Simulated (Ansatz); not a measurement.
Partial pair distribution functions of a relaxed model of amorphous Bi20Te30, broadened by 0.06 Å; density 7.74 g/cm³. Computed with PBE-D3(BJ), scalar-relativistic without spin-orbit coupling, PAW (Ansatz default set, large-core Te) (plane waves to 420 eV; Ansatz, a first-principles code).

It comes from a melt-quench run on a machine-learned potential (CHGNet), relaxed afterwards by DFT. The hot cell started wider than the set density and was brought back towards it in steps. It is the lowest in DFT energy of 3 quenches. It is a model cell: composition and starting density were chosen by hand, and all elements were melted together. The geometry includes D3(BJ) dispersion. Its density started from a set value of 7.84 and ended at 7.74 g/cm³. The simulated quench (nominally 53 K/ps over its main leg) is rapid and tends to freeze in more defects than a deposited or slowly cooled glass has. A cell of this size samples the disorder only roughly. The volume was free in the relaxation, at fixed shape. On a 2×2×2 Γ-centred mesh force components of up to 0.17 eV/Å stay, since the relaxation ran on one k-point at (1/4, 1/4, 1/4). Cycles of charging lowered its energy after that relaxation.

| r (Å) | g Bi-Te | g Bi-Bi | g Te-Te |
|---|---|---|---|
| 2.70 | 0.00 | 0.00 | 0.01 |
| 2.80 | 0.13 | 0.00 | 0.16 |
| 2.90 | 1.97 | 0.00 | 0.19 |
| 3.00 | 6.31 | 0.00 | 0.01 |
| 3.10 | 5.96 | 0.17 | 0.00 |
| 3.20 | 3.47 | 0.45 | 0.13 |
| 3.30 | 2.78 | 0.38 | 0.64 |
| 3.40 | 2.16 | 0.26 | 1.10 |
| 3.50 | 1.46 | 0.01 | 1.06 |
| 3.60 | 0.97 | 0.11 | 1.03 |
| 3.70 | 0.68 | 0.63 | 0.99 |
| 3.80 | 0.75 | 0.42 | 1.42 |
| 3.90 | 0.75 | 0.64 | 2.07 |
| 4.00 | 0.66 | 1.68 | 2.30 |
| 4.10 | 0.39 | 2.25 | 1.69 |
| 4.20 | 0.40 | 2.35 | 2.63 |
| 4.30 | 0.41 | 1.84 | 2.41 |
| 4.40 | 0.39 | 1.69 | 1.83 |
| 4.50 | 0.32 | 2.22 | 1.29 |
| 4.60 | 0.43 | 1.49 | 1.05 |
| 4.70 | 0.79 | 0.81 | 1.51 |
| 4.80 | 0.82 | 0.92 | 1.18 |
| 4.90 | 0.46 | 0.99 | 0.93 |
| 5.00 | 0.56 | 1.45 | 0.57 |
| 5.10 | 0.72 | 1.19 | 0.45 |
| 5.20 | 0.78 | 1.27 | 0.53 |
| 5.30 | 0.81 | 1.41 | 0.55 |
| 5.40 | 0.76 | 1.20 | 0.61 |
| 5.50 | 0.50 | 1.24 | 0.41 |
| 5.60 | 0.67 | 0.67 | 0.43 |
| 5.70 | 0.72 | 0.65 | 0.69 |
| 5.80 | 0.77 | 1.15 | 0.72 |
| 5.90 | 0.88 | 1.07 | 0.83 |
| 6.00 | 1.23 | 0.87 | 1.35 |

Within 3.54 Å each Bi has 5.20 Te neighbours on average.
